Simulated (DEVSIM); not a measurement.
Device: Schottky contact on p-type Ge, at 350 K.

Layer 1 from the left is Ge, thickness (μm) 0.960, Na (cm⁻³) 8.1e15, τn (s) 4.6e-6, τp (s) 4.6e-6. Layer 2 from the left is Ge, thickness (μm) 1.90, Na (cm⁻³) 1.2e18, τn (s) 4.6e-6, τp (s) 4.6e-6.

Left contact: Schottky, work function 4.304 eV, emission velocity 1.5e6 cm/s. Right contact: ohmic. Voltage is applied to the left contact. Recombination: SRH at mid-gap. Mobility is μmin + (μ − μmin)/(1 + (N/Nref)^α).

Constants are typed, rounded textbook-type inputs, not results; the design itself was drawn at random and stands for no fabricated device. Values at 300 K; Nc and Nv go as T^1.5, mobilities as T to minus their exponent, the gap by Varshni's rule with the affinity fixed.

Ge: gap (eV) 0.664, affinity (eV) 4, permittivity 16, Nc (cm⁻³) 1.04e19, Nv (cm⁻³) 6e18, μn (cm²/Vs) 3900, μp (cm²/Vs) 1900, μn,min 150, μp,min 100, Nref,n 2.6e17, Nref,p 4e17, αn 0.56, αp 0.6, T exponent of μn 1.66, T exponent of μp 2.33, Varshni α (eV/K) 0.000477, Varshni β (K) 235.

Model (solved in DEVSIM): 1D drift-diffusion, Boltzmann statistics, complete ionisation; no tunnelling, impact ionisation, image-force lowering or self-heating. Metal contacts follow the ideal Schottky-Mott rule: no Fermi-level pinning, no interface dipoles.

**Question.** What does the simulation give for the dark forward voltage at 100 A/cm², the potential step across the device at zero bias?

**Answer.** dark forward voltage at 100 A/cm² 0.061 V; potential step across the device at zero bias 0.285 V.
